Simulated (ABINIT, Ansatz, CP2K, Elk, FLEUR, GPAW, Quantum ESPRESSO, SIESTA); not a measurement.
## Code comparison for KI (Fm-3m, 2 atoms in the cell)

Self-consistent single point.

```yaml
crystal:
  lattice:
    - [0.00000, 3.53500, 3.53500]
    - [3.53500, 0.00000, 3.53500]
    - [3.53500, 3.53500, 0.00000]
  atoms:
    - { symbol: K, position: [0.00000, 0.00000, 0.00000] }
    - { symbol: I, position: [0.50000, 0.50000, 0.50000] }
```

All programs got the same cell, k-point mesh and kind of occupations (in Ansatz's words: kpoints.mp_grid.grid = 4 4 4; scf.occupations.method = fermi_dirac; scf.occupations.width = 0.05 eV); potentials, basis and cutoffs are each program's usual ones.

| code | model | pressure (GPa) | gap on the mesh (eV) | k-points | cutoff |
|---|---|---|---|---|---|
| Quantum ESPRESSO | PBE, PseudoDojo standard norm-conserving (PBE) pseudopotentials | 0.56 | 3.955 | 8 | 75 Ry |
| Ansatz | PBE, default PAW files | 0.56 | 3.962 | 8 | default |
| ABINIT | PBE, norm-conserving pseudopotentials (PseudoDojo nc-sr-05 PBE standard) | 0.56 | 3.955 | 8 | 37 Ha |
| Elk | PBE, all-electron FP-LAPW, Elk's shipped species files, LAPW+lo basis | – | 3.963 | 8 | rgkmax 7.5 |
| SIESTA | GGA PBE, numerical atomic orbitals DZP, PseudoDojo PBE standard norm-conserving potentials (rewritten from UPF to PSML) | 1.06 | 3.940 | 44 | grid 400 Ry |
| GPAW | PBE, GPAW PAW datasets PBE (gpaw-data 1.0.1) | 0.55 | 3.972 | 8 | 600 eV |
| CP2K | PBE, GPW, DZVP-MOLOPT-SR-GTH basis, GTH-PBE potentials (GTH_POTENTIALS) | 0.63 | 3.918 | 36 | grid 500 Ry |
| FLEUR | PBE, all-electron FLAPW (FLEUR), scalar-relativistic valence | – | 3.994 | 8 | Kmax 3.8 1/bohr |

A dash marks a value that a program does not give, or that is left out as unsure.

Gaps are read on the mesh.

The spread over the programs that give each value: pressure within 0.51 GPa; gap on the mesh within 0.076 eV.

The starting cell has typed, rounded lattice constants, without a prior relaxation at this level. On Ansatz's run: Spin-orbit coupling is off.

Task: Why do the programs differ, and what cannot be compared?

Result: Differences of this kind can come from the potentials, where these differ, and from what each basis and cutoff leave unconverged. The valence holds different numbers of electrons (Quantum ESPRESSO 16, Ansatz (a first-principles code) 26, ABINIT 16, SIESTA 16, GPAW 16, CP2K 16, FLEUR 26). The zero of total energies and Fermi levels follows the potentials and each program's conventions, so they are not compared here. SIESTA and CP2K use small atom-centred bases, whose incompleteness enters pressures, forces and empty levels differently from a plane-wave cutoff. Elk and FLEUR treat all electrons, but the usual bases taken here (sphere radii, linearisation, local orbitals, empty states) were not tested for convergence, so the values are no reference for the others. Ansatz's pressure is given at a fixed set of plane waves, as the other plane-wave codes print theirs. The programs reduce the same mesh by symmetry to different extents, which changes the work and not the result.

Keys are those of Ansatz 0.2.
